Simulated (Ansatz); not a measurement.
Pressure series in HgTe

Take HgTe in the zinc blende structure (space group F-43m, No. 216; a = 6.5098 Å) as the base.

Cell and atoms are relaxed at each pressure.

Computed with Kohn–Sham DFT with the PBEsol functional, run in Ansatz (an electronic-structure program) with PAW and 420 eV plane waves, without spin-orbit coupling.

```json
[
 {"P (GPa)": "-2.02", "V (Å³/atom)": "36.443"},
 {"P (GPa)": "-1.00", "V (Å³/atom)": "35.372"},
 {"P (GPa)": "1.80", "V (Å³/atom)": "33.175"},
 {"P (GPa)": "4.22", "V (Å³/atom)": "31.791"},
 {"P (GPa)": "9.00", "V (Å³/atom)": "29.782"},
 {"P (GPa)": "18.00", "V (Å³/atom)": "27.285"},
 {"P (GPa)": "30.00", "V (Å³/atom)": "25.132"}
]
```

A third-order Birch–Murnaghan fit to these points gives V₀ = 34.49 Å³/atom, B₀ = 42 GPa and B₀′ = 5.1. At pressure 30 GPa the volume is 72.9 % of V₀.

Measured bulk modulus of HgTe: 42.3 GPa (temperature not stated; as listed in Cormac Toher et al., Physical Review Materials (2017)); the computed value is for a static lattice, so the two differ by thermal effects too.

The mesh was chosen for an insulator and is coarse for the gapless case. Load acts through the strain it causes; cell and atoms are relaxed under it. No phonon test of stability was made. Tetrahedral semiconductors of this kind turn to denser phases somewhere between about 1 and 50 GPa; those were not computed, so compressed cells here can lie past the real transition. All final runs are without spin polarisation.
